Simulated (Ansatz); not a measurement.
Base system: WC (space group P-6m2, No. 187; relaxed with 0.1 eV smearing).

```xyz
2
Lattice="2.8843 0.0000 0.0000 -1.4422 2.4979 0.0000 0.0000 0.0000 2.8115" Properties=species:S:1:pos:R:3 pbc="T T T"
W      0.0000     0.0000     0.0000
C      0.0000     1.6653     1.4058
```

Cartesian axes are those of the cell as printed.

Calculations: Ansatz (a quantum-chemistry and plane-wave program) LDA, no spin-orbit coupling.

Now apply this change: biaxial strain −3.00 %, plane normal [001], relaxed out of plane (Cartesian); in-plane vectors clamped, the third vector and the atoms free.

### Question
What does the calculation give for the in-plane stress after the change?

### Answer
The mean in-plane stress (compression positive) is +31.9 GPa.

No phonon test of stability was made. All final runs are without spin polarisation.
